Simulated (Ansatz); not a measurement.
## Pressure series in ScTlO2

The parent structure is ScTlO2 (space group R-3m, No. 166; a = 3.2165 Å, c = 19.1245 Å (hexagonal axes); a model cell, its experimental status unchecked).

Cell and atoms are relaxed at each pressure.

Calculations: Ansatz (a quantum-chemistry and plane-wave program), PBEsol, PAW, cutoff 420 eV, no spin-orbit coupling.

| pressure (GPa) | volume per atom (Å³/atom) |
|---|---|
| -2 | 14.547 |
| -1 | 14.409 |
| 0 | 14.279 |
| 1.8 | 14.060 |
| 4.2 | 13.796 |
| 9 | 13.338 |
| 18 | 12.658 |
| 30 | ? |
| 45 | 11.314 |

### Question
Fit the third-order Birch–Murnaghan form P(V) = (3B₀/2)[(V₀/V)^(7/3) − (V₀/V)^(5/3)]·[1 + (3/4)(B₀′ − 4)((V₀/V)^(2/3) − 1)] (squares taken in P) to the rows shown and predict the withheld row.

### Answer
Least squares on the printed values gives V₀ = 14.279 Å³/atom, B₀ = 113 GPa, B₀′ = 4.6; this predicts 11.967 Å³/atom, and the run gives 11.969 Å³/atom, 0.002 higher.

Load acts through the strain it causes; cell and atoms are relaxed under it. Stability against distortions was not tested. Competing high-pressure phases were not computed. The final runs are not spin-polarised.
